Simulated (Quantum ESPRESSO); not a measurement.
**A short convergence ladder for YAlSi (Cm, 6 atoms in the cell)**

```xyz
6
Lattice="1.9802 -5.1435 0.0000 1.9802 5.1435 0.0000 0.0000 0.0000 5.6765" Properties=species:S:1:pos:R:3 pbc="T T T"
Y      1.9802     2.0039     1.4691
Y      1.9802    -2.0039     4.2574
Al     0.0000     0.0000     2.8383
Al     0.0000     0.0000     0.0000
Si     1.9802     1.0113     4.2574
Si     1.9802    -1.0113     1.4191
```

Base method: LDA (PZ), GBRV 1.5 ultrasoft (LDA) pseudopotentials (plane waves; Quantum ESPRESSO).

Base settings: ecutwfc = 40 Ry; ecutrho = 320 Ry; occupations = smearing; smearing = fd; degauss = 0.0073499 Ry; potentials = {Y: y_lda_v1.4.uspp.F.UPF, Al: al_lda_v1.uspp.F.UPF, Si: si_lda_v1.uspp.F.UPF}; K_POINTS = automatic 4 4 3 0 0 0; conv_thr = 1e-09 Ry; mixing_beta = 0.7.

The count of work is k-points × plane waves × bands × iterations; it is no time. Core times come from one kind of shared machine, to one figure; runs under 30 s give none.

**The k-point mesh**

The second cell is the first with its lattice scaled by 0.98.

Only quantities that move along the ladder and can be compared are tabulated.

| K_POINTS | free energy less the last step's (meV/atom) | energy of the compressed cell less the first (meV/atom) | pressure (GPa) | largest difference of a force vector from the last step's (eV/Å) | count of work / last | core time / last (rough) |
|---|---|---|---|---|---|---|
| automatic 2 2 1 0 0 0 | -80.25 | 2.91 | -2.51 | 1.253 | 0.026 | 0.1 |
| automatic 3 3 2 0 0 0 | -0.50 | -2.16 | -3.23 | 0.189 | 0.063 | 0.2 |
| automatic 4 4 3 0 0 0 | 2.49 | 0.36 | -2.88 | 0.088 | 0.14 | 0.2 |
| automatic 9 9 6 0 0 0 | 0.00 | 0.85 | -2.81 | 0.000 | 1.0 | 1 |

Coarsest K_POINTS that holds the energy of the compressed cell less the first within 1 meV/atom of the last step, with all finer ones: automatic 4 4 3 0 0 0, at 0.14 of the last step's count of work and about 0.2 of the last step's time; the step before is off by 3.0 meV/atom.

Coarsest K_POINTS that holds the free energy within 5 meV/atom of the last step, with all finer ones: automatic 3 3 2 0 0 0, at 0.063 of the last step's count of work and about 0.2 of the last step's time; the step before is off by 80 meV/atom.

Coarsest K_POINTS that holds the forces within 0.02 eV/Å: not settled: the last two steps still differ by 0.088 eV/Å, over half the tolerance, so the ladder does not show it.

On the base run: the starting cell comes from a database of computed structures (which also holds hypothetical and non-ambient phases and stackings), without a prior relaxation at this level. Its lattice was rescaled by up to half a per cent. One atom was moved a little off its site on purpose. Without a gap this mesh is coarse (it stands for a supercell whose shortest vector is 16 Å).
